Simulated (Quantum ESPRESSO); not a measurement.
Quantum ESPRESSO run on ZnIr (P-6m2, 2 atoms in the cell): self-consistent single point.

Method: LDA (PZ), PSlibrary ultrasoft (LDA) pseudopotentials (plane waves; Quantum ESPRESSO).

The change in words: lattice scaled by 0.98. Reference geometry:
```
CELL_PARAMETERS angstrom
      2.77718     0.00000     0.00000
     -1.38859     2.40511     0.00000
      0.00000     0.00000     4.16386
ATOMIC_POSITIONS crystal
  Zn 0.66667 0.33333 0.50000
  Ir 0.00000 0.00000 0.00000
```

Reference input (self-consistent single point, DFT, LDA (PZ), plane waves, PSlibrary ultrasoft (LDA) pseudopotentials): ecutwfc = 50 Ry; ecutrho = 500 Ry; occupations = smearing; smearing = fd; degauss = 0.0073499 Ry; potentials = {Zn: Zn.pz-dn-rrkjus_psl.1.0.0.UPF, Ir: Ir.pz-n-rrkjus_psl.1.0.0.UPF}; K_POINTS = automatic 18 18 11 0 0 0; conv_thr = 1e-11 Ry; mixing_beta = 0.3. This run's input differs from it in these lines:

```diff
@@ -26,5 +26,5 @@
 CELL_PARAMETERS {angstrom}
-   2.7771797512     0.0000000000     0.0000000000
-  -1.3885898756     2.4051082154     0.0000000000
-   0.0000000000     0.0000000000     4.1638600000
+   2.7216360486     0.0000000000     0.0000000000
+  -1.3608180243     2.3570059579     0.0000000000
+   0.0000000000     0.0000000000     4.0805830000
 ATOMIC_POSITIONS {crystal}
```

The program printed (abridged):

```
     Self-consistent Calculation

     iteration #  1     ecut=    50.00 Ry     beta= 0.30

     Threshold (ethr) on eigenvalues was too large:
     Diagonalizing with lowered threshold

     total energy              =    -202.46496061 Ry
     estimated scf accuracy    <       0.02413510 Ry

     iteration #  2     ecut=    50.00 Ry     beta= 0.30

     total energy              =    -202.46583046 Ry
     estimated scf accuracy    <       0.00768016 Ry

     iteration #  3     ecut=    50.00 Ry     beta= 0.30

     total energy              =    -202.46501687 Ry
     estimated scf accuracy    <       0.00263337 Ry

   [... 9 blocks of this kind left out ...]

     iteration # 13     ecut=    50.00 Ry     beta= 0.30

     total energy              =    -202.46539554 Ry
     estimated scf accuracy    <          1.3E-11 Ry

     iteration # 14     ecut=    50.00 Ry     beta= 0.30
     End of self-consistent calculation

     Number of k-points >= 100: set verbosity='high' to print the bands.

     the Fermi energy is    16.4416 ev

!    total energy              =    -202.46539554 Ry
     estimated scf accuracy    <          6.1E-13 Ry
     smearing contrib. (-TS)   =      -0.00272563 Ry
     internal energy E=F+TS    =    -202.46266991 Ry

     convergence has been achieved in  14 iterations

     Forces acting on atoms (cartesian axes, Ry/au):

     atom    1 type  1   force =    -0.00000000   -0.00000000    0.00000000
     atom    2 type  2   force =     0.00000000    0.00000000    0.00000000

     Total force =     0.000000     Total SCF correction =     0.000000

          total   stress  (Ry/bohr**3)                   (kbar)     P=       60.86
   0.00040434   0.00000000   0.00000000           59.48        0.00        0.00
   0.00000000   0.00040434   0.00000000            0.00       59.48        0.00
   0.00000000  -0.00000000   0.00043243            0.00       -0.00       63.61

   JOB DONE.
```

The run converged in 14 iterations. Against the reference run the free energy goes down by 4.5 meV/atom and the pressure goes from -9.29 to 6.09 GPa. The full log also holds: “c_bands:  3 eigenvalues not converged”.

The starting cell comes from a database of computed structures (which also holds hypothetical and non-ambient phases and stackings), without a prior relaxation at this level. For this run, on top of that: lattice scaled by 0.98. Spin-orbit coupling is off. Spin polarisation is off. With a pressure of about 6 GPa the cell is away from its equilibrium volume at this level.

Cost on one core of a shared machine: roughly 50 s.
